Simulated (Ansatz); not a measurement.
The starting structures come from a database of crystals and need not be the phases stable at ambient conditions.

The decay constant κ of evanescent states in the gap governs leakage through a thin film.

Here is the system:

```
CELL_PARAMETERS angstrom
      6.30453     0.00000     0.00000
      0.00000     7.65895     0.00000
      0.00000     0.00000     6.93647
ATOMIC_POSITIONS crystal
  Ca 0.00000 0.15325 0.25000
  Ca 0.00000 0.84675 0.75000
  Ca 0.50000 0.34675 0.75000
  Ca 0.50000 0.65325 0.25000
  Cl 0.76300 0.89135 0.42161
  Cl 0.23700 0.10865 0.57839
  Cl 0.73700 0.60865 0.92161
  Cl 0.26300 0.39135 0.07839
  Cl 0.26300 0.60865 0.57839
  Cl 0.73700 0.39135 0.42161
  Cl 0.23700 0.89135 0.07839
  Cl 0.76300 0.10865 0.92161
```

Space group of this cell: Pbcn. The cell is taken as given.

Transport runs along the normal of the first two printed cell vectors.

No gap correction and no spin-orbit coupling; mid-gap values are interpolated between computed energies.

Q: Compute, with r2SCAN in Ansatz (a first-principles code), the band gap and the smallest decay constant κ at mid-gap.

A: Gap 6.21 eV on a 6×4×6 mesh; κ = 0.415 1/Å, at the zone centre.
